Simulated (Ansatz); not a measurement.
# CdS: biaxial strain −1.00 %, plane normal [001], relaxed out of plane

Base system: CdS in the zinc blende structure (space group F-43m, No. 216; a = 5.8777 Å). Axes: x, y, z lie along the cube axes.

One thing is altered: biaxial strain −1.00 %, plane normal [001], relaxed out of plane (Cartesian); in-plane vectors clamped, the third vector and the atoms free.

Computed with r2SCAN, PAW, 500 eV (Ansatz, a program for electronic structure; no spin-orbit coupling). Settings: 10×10×10 k-points, 0.05 eV Fermi–Dirac smearing.

| quantity | base | changed | shift |
|---|---|---|---|
| volume per atom | 25.38 Å³ | 25.24 Å³ | -0.14 Å³ |
| space group | F-43m (No. 216) | I-4m2 (No. 119) | – |
| shortest interatomic distance | 2.545 Å | 2.541 Å | -0.004 Å |
| energy relative to the base (free energy F) | 0 meV/atom | +0.8 meV/atom | +0.8 meV/atom |
| pressure (mean of the normal stresses, compression positive) | 0.01 GPa | 0.32 GPa | +0.318 GPa |
| band gap | 1.54 eV | 1.53 eV | -0.01 eV |
| gap character | direct at Γ | direct at Γ | – |
| electron mass | 0.15 mₑ (at Γ) | 0.15 mₑ (at Γ) | – |
| valence-band top at Γ (three highest levels, from the VBM) | 0.00, 0.00, 0.00 eV | 0.00, 0.00, -0.08 eV | – |
| out-of-plane strain | – | +1.47 % | – |
| ratio −ε⊥/ε∥ | – | 1.47 | – |

Masses are band curvatures over ±0.01 Å⁻¹ around the edge. Whether these cells are dynamically stable was not tested. k-point labels follow each cell's own Brillouin zone.
